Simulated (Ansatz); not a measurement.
Consider ZnCu2SnS4 (space group I-4, No. 82; a = 5.317 Å, c = 10.643 Å). Axes: x, y, z lie along a, b, c of the conventional cell.

The values are results of LDA (Ansatz, a first-principles code, PAW, no spin-orbit coupling), not measurements.

One thing is altered: uniaxial strain ε_zz = +3.00 %, all other strain components held at zero, atoms relaxed at fixed cell.

Q: Estimate the effect on the energy relative to the base.

A: The energy rises by 5.9 meV/atom.

Q: What does the calculation give for the stress after the change?

A: The stress (xx, yy, zz, yz, xz, xy; compression positive) is (-2.02, -2.02, -3.32, 0.00, 0.00, 0.00) GPa.

Whether these cells are dynamically stable was not tested. All final runs are without spin polarisation.
